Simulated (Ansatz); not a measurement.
## Point-defect migration in zinc-blende BP

Some mobile defects of zinc-blende BP. Level of theory: PBE, PAW (plane waves to 420 eV; Ansatz, a quantum-chemistry and plane-wave program).

Each figure is the lowest single hop between equivalent sites among the routes that converged and passed our checks, counted from the lowest site run. It need not be the barrier to long-range diffusion, and untried routes may lie lower. Climbing-image NEB, static nuclei, fixed cells, no finite-size correction; on the finer meshes named, energies are single points at the band's geometries. Saddle orders were checked for a part of the study's bands only and are not shown. Vacancies start on their lattice site; split forms were not set up. Charge states are imposed.

| Defect | Route | Hop (Å) | Direction in the unit cell | Neighbours at the saddle | Cell | Barrier (eV) |
|---|---|---|---|---|---|---|
| interstitial H, charge +1 | H moves farthest | 1.21 | (-0.18, -0.19, 0.00) | 2 B at 1.65; P at 1.50 Å | 64 sites, 3×3×3 shifted | ? |
| B vacancy, charge -3 | a nearby B jumps into the vacancy | 3.18 | (0.00, 0.49, -0.49) | P at 1.82, 3 P at 2.27, P at 2.27 Å | 64 sites, 3×3×3 shifted | 3.22 |
| interstitial O, charge 0 | O moves farthest | 1.11 | (-0.17, 0.17, 0.00) | 2 B at 1.59; P at 1.64 Å | 64 sites, 3×3×3 shifted | 2.28 |

**Question.** Some entries are withheld; supply them.

**Answer.** 
- interstitial H, charge +1, Barrier (eV): 0.43
